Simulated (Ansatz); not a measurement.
The reference is BP in the zinc blende structure (space group F-43m, No. 216; a = 4.5202 Å). Axes: x, y, z lie along the cube axes.

Perturbation: the cell is stretched by 1.00 % along z with no lateral relaxation; the atoms relax in the strained cell.

Computed with Kohn–Sham DFT with the PBEsol functional, run in Ansatz (a first-principles code) with PAW and 420 eV plane waves, without spin-orbit coupling.

Question: Give the band edges at the high-symmetry points of the new zone, measured from its valence-band maximum.

Answer: 
```json
[
 {"point": "Γ", "valence edge (eV)": "0.00", "conduction edge (eV)": "3.31"},
 {"point": "X", "valence edge (eV)": "-4.20", "conduction edge (eV)": "1.16"},
 {"point": "P", "valence edge (eV)": "-5.56", "conduction edge (eV)": "5.10"},
 {"point": "N", "valence edge (eV)": "-1.73", "conduction edge (eV)": "3.69"},
 {"point": "M", "valence edge (eV)": "-4.11", "conduction edge (eV)": "1.27"},
 {"point": "S", "valence edge (eV)": "-3.47", "conduction edge (eV)": "2.11"},
 {"point": "S₀", "valence edge (eV)": "-3.47", "conduction edge (eV)": "2.11"},
 {"point": "R", "valence edge (eV)": "-5.58", "conduction edge (eV)": "5.22"},
 {"point": "G", "valence edge (eV)": "-5.58", "conduction edge (eV)": "5.22"}
]
```

The gap is 1.07 eV, indirect, Γ → Γ–X (78 % along).

Gaps are Kohn–Sham eigenvalue differences; semilocal functionals usually give less than the measured gap. Stability against distortions was not tested. Labels are those of the standard path for the cell's own space group.
